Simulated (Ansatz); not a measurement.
# Effect of tensor shear ε_xz = +0.29 % on TiAl

Base system: TiAl (space group P4/mmm, No. 123; a = 2.813 Å, c = 4.062 Å; relaxed with 0.1 eV smearing). Axes: x, y, z lie along a, b, c of the conventional cell.

Perturbation: tensor shear ε_xz = +0.29 % (engineering shear γ = 0.0058), atoms relaxed at fixed cell.

Computed with r2SCAN (Ansatz, a first-principles code; PAW; 500 eV plane waves; no SOC). Γ-centred 20×20×14 mesh, Fermi–Dirac width 0.1 eV.

The volume per atom remains 16.07 Å³ and the space group changes from P4/mmm (No. 123) to P2/m (No. 10). The shortest interatomic distance stays 2.813 Å and the energy is nearly the same. The pressure (mean of the normal stresses, compression positive) remains 0.0 GPa and the band gap stays zero. The stress (xx, yy, zz, yz, xz, xy; compression positive) amounts to (0.0, 0.0, 0.0, 0.0, -0.7, 0.0) GPa.

Final structure:

```
TiAl
1.0
    2.81271     0.00000     0.00816
    0.00000     2.81271     0.00000
    0.01178     0.00000     4.06160
Ti Al
1 1
Direct
  0.00000   0.00000   0.00000
  0.50000   0.50000   0.50000
```

Cost of the whole job for the changed cell (relaxation, final SCF and bands): roughly 120 core-seconds.

The cells carry an imposed strain or load. Whether these cells are dynamically stable was not tested. The final runs are not spin-polarised.
